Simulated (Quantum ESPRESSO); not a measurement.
A self-consistent single point of Ca3BiP (P4mm, 5 atoms in the cell) with Quantum ESPRESSO.

Computed with PBEsol, PseudoDojo standard norm-conserving (PBESOL) pseudopotentials (plane waves; Quantum ESPRESSO).

```xyz
5
Lattice="5.4012 0.0000 0.0000 0.0000 5.4012 0.0000 0.0000 0.0000 5.4012" Properties=species:S:1:pos:R:3 pbc="T T T"
Ca     0.0500     2.7006     2.7006
Ca     2.7006     0.0000     2.7006
Ca     2.7006     2.7006     0.0000
Bi     0.0000     0.0000     0.0000
P      2.7006     2.7006     2.7006
```

Reference input (self-consistent single point, DFT, PBEsol, plane waves, PseudoDojo standard norm-conserving (PBESOL) pseudopotentials): ecutwfc = 70 Ry; occupations = smearing; smearing = fd; degauss = 0.0073499 Ry; potentials = {Ca: Ca.upf, Bi: Bi.upf, P: P.upf}; K_POINTS = automatic 2 2 2 0 0 0; conv_thr = 1e-10 Ry. This run's input differs from it in these lines:

```diff
@@ -18,2 +18,3 @@
    degauss = 0.0073499
+   nbnd = 25
 /
```

Output, abridged:

```
     Self-consistent Calculation

     iteration #  1     ecut=    70.00 Ry     beta= 0.70

 %%%%%%%%%%%%%%%%%%%%%%%%%%%%%%%%%%%%%%%%%%%%%%%%%%%%%%%%%%%%%%%%%%%%%%%%%%%%%%
     Error in routine efermig (1):
     internal error, cannot bracket Ef
 %%%%%%%%%%%%%%%%%%%%%%%%%%%%%%%%%%%%%%%%%%%%%%%%%%%%%%%%%%%%%%%%%%%%%%%%%%%%%%

     stopping ...
```

The program stopped with an error at about iteration 1. 

The starting cell comes from a database of computed structures (which also holds hypothetical and non-ambient phases and stackings), without a prior relaxation at this level. Its lattice was rescaled by up to half a per cent. One atom was moved a little off its site on purpose.
